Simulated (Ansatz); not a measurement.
# Response to strain in SnTe

The reference is SnTe in the rock salt structure (space group Fm-3m, No. 225).

```xyz
2
Lattice="0.0000 3.1848 3.1848 3.1848 0.0000 3.1848 3.1848 3.1848 0.0000" Properties=species:S:1:pos:R:3 pbc="T T T"
Sn     0.0000     0.0000     0.0000
Te     3.1848     3.1848     3.1848
```

Strains are applied to the cell and any free atomic positions relax.

Calculations: Kohn–Sham DFT with the r2SCAN functional, run in Ansatz (a first-principles code) with PAW and 500 eV plane waves, no spin-orbit coupling.

Notes on the quantities. energy relative to the base: free energy F.

```json
[
 {"variant": "base", "band gap": "0.13 eV", "volume per atom": "32.30 Å³", "pressure": "0.0 GPa", "energy relative to the base": "0 meV/atom"},
 {"variant": "isotropic strain −1.50 %", "band gap": "zero", "volume per atom": "30.87 Å³", "pressure": "2.2 GPa", "energy relative to the base": "+9.4 meV/atom"},
 {"variant": "isotropic strain −1.00 %", "band gap": "zero", "volume per atom": "31.34 Å³", "pressure": "1.4 GPa", "energy relative to the base": "?"},
 {"variant": "isotropic strain −0.50 %", "band gap": "0.09 eV", "volume per atom": "31.82 Å³", "pressure": "6.8 kbar", "energy relative to the base": "?"}
]
```

Task: Some entries are withheld; estimate them.

Result: 
- isotropic strain −1.00 %, energy relative to the base: +4.1 meV/atom
- isotropic strain −0.50 %, energy relative to the base: +1.0 meV/atom

Spin-orbit coupling, missing from the scalar runs, can matter with Te. Stability against distortions was not tested. The final runs are not spin-polarised. Gaps under 0.05 eV, about the width of the smearing, are given as zero. The zero or small gap of SnTe can change with the level of theory.
